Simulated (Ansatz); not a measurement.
MoPt2 (Immm, No. 71), treated with r²SCAN-D4 (plane waves, PAW; Ansatz, an electronic-structure program).

Numerical settings: plane-wave cutoff 560 eV, 24×24×24 k mesh, Fermi–Dirac smearing 0.05 eV, no spin polarisation, scalar-relativistic PAW data made under PBE.

Energies at three volumes about the minimum:

```json
[
 {"V (Å³/atom)": "14.700", "E − E_lowest (meV/atom)": "5.87"},
 {"V (Å³/atom)": "15.000", "E − E_lowest (meV/atom)": "0.00"},
 {"V (Å³/atom)": "15.300", "E − E_lowest (meV/atom)": "5.42"}
]
```

Question: Fit a parabola by hand: where is the minimum, and what is the bulk modulus?

Answer: Slopes: (0.00 − 5.87)/(15.000 − 14.700) = -19.567 and (5.42 − 0.00)/(15.300 − 15.000) = 18.067 meV/Å³. Curvature E″ = 2 × (18.067 − (-19.567))/(15.300 − 14.700) = 125.447 meV/Å⁶. From the middle of the first interval, the slope vanishes at V0 = 14.8500 − (-19.567)/125.447 = 15.006 Å³/atom. B = V0 E″ = 15.006 × 125.447 meV/Å³ × 0.1602 GPa per meV/Å³ = 302 GPa. The full Birch–Murnaghan fit to all volumes gives V0 = 15.000 Å³/atom and B0 = 301 GPa.

Shape and atoms are relaxed at each volume.

Note: the relaxation could not lower the start's symmetry, so the cell can be a saddle point above a distorted one; the bulk modulus comes from volumes at which shape and atoms were relaxed.
